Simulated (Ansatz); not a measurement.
Base system: HfN in the rock salt structure (space group Fm-3m, No. 225; a = 4.5016 Å). Axes: x, y, z lie along the cube axes.

Perturbation: uniaxial stress, 0.5 GPa tension along z, with the cell and atoms free to relax against it.

Levels (all Ansatz, a program for electronic structure, PAW): PBEsol (420 eV, no spin-orbit coupling); PBEsol+SOC (420 eV, with spin-orbit coupling).

The geometry is relaxed with PBEsol.

* **PBEsol pressure**: -0.2 GPa

Problem. How does going to PBEsol+SOC change the pressure?

Solution. The pressure drops by 0.4 GPa, from -0.2 GPa to -0.6 GPa.

Single points use the geometry relaxed with PBEsol. Differences between runs with and without spin-orbit coupling are approximate. Load acts through the strain it causes; cell and atoms are relaxed under it. Beyond what the load breaks, stability against distortions was not tested. The runs without spin-orbit coupling are not spin-polarised. An odd electron count without spin: HfN.
